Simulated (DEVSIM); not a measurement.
System: abrupt Ge p-n junction, at 250 K.

| layer (left to right) | material | thickness (μm) | Nd (cm⁻³) | Na (cm⁻³) | τn (s) | τp (s) |
|---|---|---|---|---|---|---|
| 1 | Ge | 0.160 | - | 8.2e15 | 6.5e-7 | 6.5e-7 |
| 2 | Ge | 6.00 | 1.3e16 | - | 6.5e-7 | 6.5e-7 |

Left contact: ohmic. Right contact: ohmic. Voltage is applied to the left contact. Recombination: SRH at mid-gap, radiative, Auger. Mobility is μmin + (μ − μmin)/(1 + (N/Nref)^α).

The device is made up for the run: typed textbook-type constants, with dimensions and the other settings drawn at random. Values at 300 K; Nc and Nv go as T^1.5, mobilities as T to minus their exponent, the gap by Varshni's rule with the affinity fixed.

```
parameter               Ge
----------------  --------
gap (eV)             0.664
affinity (eV)            4
permittivity            16
Nc (cm⁻³)          1.04e19
Nv (cm⁻³)             6e18
μn (cm²/Vs)           3900
μp (cm²/Vs)           1900
μn,min                 150
μp,min                 100
Nref,n              2.6e17
Nref,p                4e17
αn                    0.56
αp                     0.6
T exponent of μn      1.66
T exponent of μp      2.33
B (cm³/s)          6.4e-14
Cn (cm⁶/s)           1e-31
Cp (cm⁶/s)           1e-31
Varshni α (eV/K)  0.000477
Varshni β (K)          235
```

DEVSIM, 1D drift-diffusion, Boltzmann statistics, complete ionisation; no tunnelling, impact ionisation, image-force lowering or self-heating.

Q: Give the dark forward current.

A: 
(V (V), J (A/cm²)): (0.05, 0.0043); (0.10, 0.041); (0.15, 0.35); (0.20, 2.8); (0.25, 21); (0.30, 120); (0.35, 420); (0.40, 910); (0.45, 1500); (0.50, 2300)
